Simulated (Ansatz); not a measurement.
Functionals compared on the (20-23) surface of hcp Ti in its 1x1 cell, outermost plane spacing 0.16 Å in the ideal cut, in Ansatz (plane waves, PAW). The structure was relaxed with PBE; the other rows are single points on it, each with its references at the same level. Cutoff 420 eV (500 eV for r2SCAN).

Set-up: 22 atoms, 10.0 Å thick at the start (thin: gaps and levels are the slab's own); mesh 13x3x1; 0.1 eV smearing; dipole correction on; all atoms relaxed; held to the part of the start's symmetry that mesh and held atoms allow; no spin, no spin-orbit, no U. These notes are the PBE run's.

```
functional  surface energy (J/m²)  work function of the top face (eV)         rough cost of the single point
----------  ---------------------  ----------------------------------  -------------------------------------
PBE                          1.95                                3.73                                      –
LDA                          2.20                                3.95                 roughly 9 core-minutes
PBEsol                       2.13                                3.80  about 9 core-minutes (a rough figure)
RPBE                            ?                                   ?                 roughly 8 core-minutes
r2SCAN                       2.14                                3.73           very roughly 16 core-minutes
```

Question: What belongs in the gaps?

Answer: 
- RPBE, surface energy (J/m²): 1.82
- RPBE, work function of the top face (eV): 3.60

Ansatz is a program for electronic structure.
